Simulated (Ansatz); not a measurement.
Defect migration in amorphous Si20P2O45 (a melt-quenched model of 67 atoms): interstitial Cu, charge state +1. Level of theory: PBE, PAW (plane waves to 420 eV; Ansatz, a quantum-chemistry and plane-wave program).

Settings: 67 host sites, the glass model's own volume, the Γ point alone, smearing 0.01 eV, spin-restricted, no image-charge correction. No zero-point or tunnelling terms. This is one neighbourhood of one small, fast-quenched model, and the added charge may sit on a native defect of the glass. The charge state is imposed; whether it is stable for some Fermi level was not computed. Sites that were not tried may lie lower.

Barriers: single points on a 2×2×2 k-point mesh shifted by half a step at the bands' geometries.

Relaxed starting cell (atoms counted from 1):

```xyz
68
Lattice="9.8802 0.0000 0.0000 0.0000 9.8802 0.0000 0.0000 0.0000 9.8802" Properties=species:S:1:pos:R:3 pbc="T T T"
Si     6.8955     7.2239     5.1651
Si     6.2881     2.6271     9.3838
Si     9.2753     2.5699     2.5800
Si     3.2066     0.9519     6.8683
Si     4.7355     9.7199     9.0714
Si     1.7193     6.3530     5.6467
Si     7.1732     3.3927     7.3255
Si     1.3530     2.6517     8.4300
Si     6.4457     3.3422     2.6862
Si     2.9997     9.3210     1.8646
Si     5.1576     2.6283     5.2680
Si     4.4979     5.5225     5.8689
Si     6.2303     6.4150     2.2811
Si     0.3565     1.0798     6.3462
Si     9.8070     4.0131     6.2683
Si     9.6231     8.4822     4.7512
Si     0.8026     4.5492     0.8351
Si     3.1833     6.5159     1.1592
Si     7.0591     7.7847     8.2069
Si     8.3231     6.5876     9.8142
P      3.0637     5.9735     8.2521
P      0.3078     0.4227     2.3570
O      4.3006     3.9366     5.7418
O      2.5935     7.7379     2.0316
O      5.8593     3.8110     8.2818
O      2.8288     2.1104     7.9715
O      1.8792     0.6061     5.9811
O      1.1421     7.7462     5.0534
O      8.5302     8.0549     9.0133
O      3.8605     9.4929     0.5212
O      3.5326     0.1321     3.1892
O      1.0960     3.1074     0.0999
O      0.6102     1.6375     3.3269
O      3.1365     7.0083     9.4343
O      8.2908     4.4392     6.7262
O      1.9002     6.5099     7.3024
O      6.2201     7.5416     3.6041
O      9.7638     2.4999     5.6238
O      6.6231     2.6290     5.9863
O      1.4704     9.9599     1.4391
O      4.7716     6.3425     1.5540
O      6.3494     3.0476     1.0831
O      7.1295     6.1839     8.7075
O      0.3591     1.3815     7.9602
O      5.3118     2.6653     3.6324
O      9.6490     5.6383     0.1105
O      3.8091     9.5834     7.7308
O      6.8517     8.0518     6.5867
O      9.0712     1.1755     1.5452
O      9.6898     9.0706     3.1573
O      4.3498     1.3373     5.7803
O      9.3026     9.7371     5.7390
O      6.4880     4.9521     2.9212
O      3.2308     6.1611     5.0307
O     -0.0585     4.0028     2.1366
O      8.4680     7.3317     4.7517
O      2.1539     5.2729     1.4109
O      7.8545     2.7390     3.2810
O      7.7447     2.4204     8.5721
O      4.3685     6.1901     7.3822
O      2.9555     4.6069     8.7894
O      7.5293     6.7974     1.3770
O      6.0352     5.8738     5.4595
O      0.8387     3.9377     7.5821
O      5.3861     1.3104     9.2348
O      5.9081     8.6066     8.9815
O      0.6490     5.1505     5.3235
Cu     4.9414     8.9227     3.5662
```
Cell charge +1.

End state 1 differs by these moves (Å; atoms that move under 0.08 Å are left out):

```json
[
 {"atom": "1", "element": "Si", "Δx": "0.00", "Δy": "0.01", "Δz": "-0.11"},
 {"atom": "10", "element": "Si", "Δx": "0.18", "Δy": "-0.05", "Δz": "0.11"},
 {"atom": "19", "element": "Si", "Δx": "0.01", "Δy": "0.00", "Δz": "-0.10"},
 {"atom": "22", "element": "P", "Δx": "0.16", "Δy": "0.05", "Δz": "0.04"},
 {"atom": "23", "element": "O", "Δx": "-0.06", "Δy": "0.06", "Δz": "-0.08"},
 {"atom": "28", "element": "O", "Δx": "-0.01", "Δy": "0.01", "Δz": "0.09"},
 {"atom": "30", "element": "O", "Δx": "0.22", "Δy": "0.00", "Δz": "0.14"},
 {"atom": "31", "element": "O", "Δx": "0.22", "Δy": "-0.33", "Δz": "0.20"},
 {"atom": "33", "element": "O", "Δx": "0.02", "Δy": "0.07", "Δz": "0.05"},
 {"atom": "37", "element": "O", "Δx": "0.00", "Δy": "-0.07", "Δz": "-0.06"},
 {"atom": "39", "element": "O", "Δx": "-0.02", "Δy": "0.10", "Δz": "-0.05"},
 {"atom": "40", "element": "O", "Δx": "0.25", "Δy": "0.14", "Δz": "0.14"},
 {"atom": "41", "element": "O", "Δx": "-0.02", "Δy": "-0.07", "Δz": "0.03"},
 {"atom": "42", "element": "O", "Δx": "-0.06", "Δy": "-0.04", "Δz": "-0.04"},
 {"atom": "43", "element": "O", "Δx": "0.00", "Δy": "0.00", "Δz": "-0.10"},
 {"atom": "47", "element": "O", "Δx": "-0.07", "Δy": "-0.01", "Δz": "0.09"},
 {"atom": "48", "element": "O", "Δx": "0.00", "Δy": "0.01", "Δz": "-0.09"},
 {"atom": "49", "element": "O", "Δx": "0.16", "Δy": "-0.03", "Δz": "-0.03"},
 {"atom": "50", "element": "O", "Δx": "0.18", "Δy": "0.03", "Δz": "0.02"},
 {"atom": "51", "element": "O", "Δx": "-0.01", "Δy": "0.05", "Δz": "0.09"},
 {"atom": "54", "element": "O", "Δx": "0.06", "Δy": "0.16", "Δz": "0.04"},
 {"atom": "56", "element": "O", "Δx": "0.02", "Δy": "0.03", "Δz": "-0.07"},
 {"atom": "58", "element": "O", "Δx": "-0.04", "Δy": "-0.12", "Δz": "-0.08"},
 {"atom": "62", "element": "O", "Δx": "-0.05", "Δy": "-0.04", "Δz": "-0.08"},
 {"atom": "65", "element": "O", "Δx": "0.01", "Δy": "0.00", "Δz": "-0.10"},
 {"atom": "66", "element": "O", "Δx": "0.02", "Δy": "-0.01", "Δz": "-0.09"},
 {"atom": "68", "element": "Cu", "Δx": "-1.24", "Δy": "-0.80", "Δz": "0.82"}
]
```

Question: Give the forward and backward barriers to end state 1 at the level PBE, PAW.

Answer: forward 0.57 eV, backward 0.20 eV; at the saddle point atom 68 has neighbours O at 1.89, O at 2.18, O at 2.29 Å. The saddle point's order was not checked.
